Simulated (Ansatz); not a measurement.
**A computed series for InSb: response to strain**

Take InSb in the zinc blende structure (space group F-43m, No. 216) as the base.

```
CELL_PARAMETERS angstrom
      0.00000     3.27796     3.27796
      3.27796     0.00000     3.27796
      3.27796     3.27796     0.00000
ATOMIC_POSITIONS crystal
  Sb 0.75000 0.75000 0.75000
  In 0.00000 0.00000 0.00000
```

Cartesian axes are those of the cell as printed.

Strains are applied to the cell and any free atomic positions relax; under biaxial strain the out-of-plane vector relaxes too.

The values are results of plane-wave PAW DFT at the r2SCAN level (Ansatz, a first-principles code, 500 eV), spin-orbit coupling left out, not measurements.

Candidates:
(a) isotropic strain +0.82 %
(b) uniaxial strain ε_xx = +0.17 %
(c) biaxial strain −4.11 %, plane normal [110], relaxed out of plane

Notes on the quantities. energy relative to the base: free energy F.

Q: Order them by energy relative to the base, highest first.

A: (c) biaxial strain −4.11 %, plane normal [110], relaxed out of plane (+33 meV/atom), (a) isotropic strain +0.82 % (+2.8 meV/atom), (b) uniaxial strain ε_xx = +0.17 % (0.0 meV/atom)

No phonon test of stability was made. All final runs are without spin polarisation.
